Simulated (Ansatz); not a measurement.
```
CELL_PARAMETERS angstrom
      3.99197     0.00000     0.00000
      0.00000     3.02015     3.04475
      0.00000    -3.02015     3.04475
ATOMIC_POSITIONS crystal
  Cs 0.00000 0.00520 0.00520
  Ta 0.50000 0.52871 0.52871
  O  0.50000 0.95941 0.49477
  O  0.00000 0.48155 0.48155
  O  0.50000 0.49477 0.95941
```

The cell was generated from a structure type, relaxed within its symmetry, and need not be the phase found at ambient conditions. Spin-orbit coupling is not included. Cs is the large-site (A) cation and Ta the one bonded closest to the anions (B).

Q: Give the diagonal Born effective charges atom by atom and the electronic dielectric tensor from linear response, PBEsol density-functional theory in Ansatz (plane waves, PAW).

A: 
```json
[
 {"atom": "Cs1", "Z*xx": "1.41", "Z*yy": "1.50", "Z*zz": "1.46"},
 {"atom": "Ta2", "Z*xx": "7.66", "Z*yy": "6.49", "Z*zz": "5.19"},
 {"atom": "O3", "Z*xx": "-1.60", "Z*yy": "-3.27", "Z*zz": "-2.53"},
 {"atom": "O4", "Z*xx": "-5.87", "Z*yy": "-1.44", "Z*zz": "-1.58"},
 {"atom": "O5", "Z*xx": "-1.60", "Z*yy": "-3.27", "Z*zz": "-2.53"}
]
```

ε∞ diagonal: 5.17, 4.85, 4.36. At this level the polar cell without biaxial strain is unstable to a cell-doubling distortion (lowest mode away from Γ 27i cm⁻¹ on a 2×2×2 mesh), so it is not the ground state.

Ansatz is an electronic-structure program.
